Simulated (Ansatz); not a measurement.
Be interstitial in diamond (start: void with 4C nearest; 64-site cell, 2×2×2 shifted sampling). Method: PBE, PAW (plane waves to 420 eV; Ansatz, a first-principles code). Total energies of the localised charge states, counted from that of charge +2, and their image corrections (point charge with alignment); the host's valence-band maximum lies at 13.244 eV on the cells' energy zero and its gap is 4.13 eV.

```json
[
 {"charge": "+2", "moment (μB)": "not spin-polarised", "E − E(first) (eV)": "0.000", "correction (eV)": "2.130"},
 {"charge": "+1", "moment (μB)": "1.0", "E − E(first) (eV)": "16.968", "correction (eV)": "0.646"},
 {"charge": "0", "moment (μB)": "not spin-polarised", "E − E(first) (eV)": "33.122", "correction (eV)": "0.000"}
]
```

Derive the transition levels above the valence-band maximum and say which of them are thermodynamic.

A level is the Fermi energy at which two charges have equal formation energy: ε(q/q′) = [E(q′) + corr(q′) − E(q) − corr(q)] / (q − q′) − E_VBM.
ε(+2/+1) = [(16.968 + 0.646) − (0.000 + 2.130)] / 1 − 13.244 = 2.24 eV
ε(+1/0) = [(33.122 + 0.000) − (16.968 + 0.646)] / 1 − 13.244 = 2.26 eV
Thermodynamic levels at least 0.1 eV inside the gap: (+2/+1) at 2.24 eV; (+1/0) at 2.26 eV. Corrections reach 2.13 eV, so the outer levels may be off by several tenths of an eV. Charges with a result: +2, +1, 0. Others weren't obtained, and one of them could lie lower, also by skipping a charge. Adjacent levels lie within 0.1 eV of each other, so whether the charge between them is stable isn't decided. The geometries come from one start. Flagged in the runs: a strain field that reaches the edge of the cell.
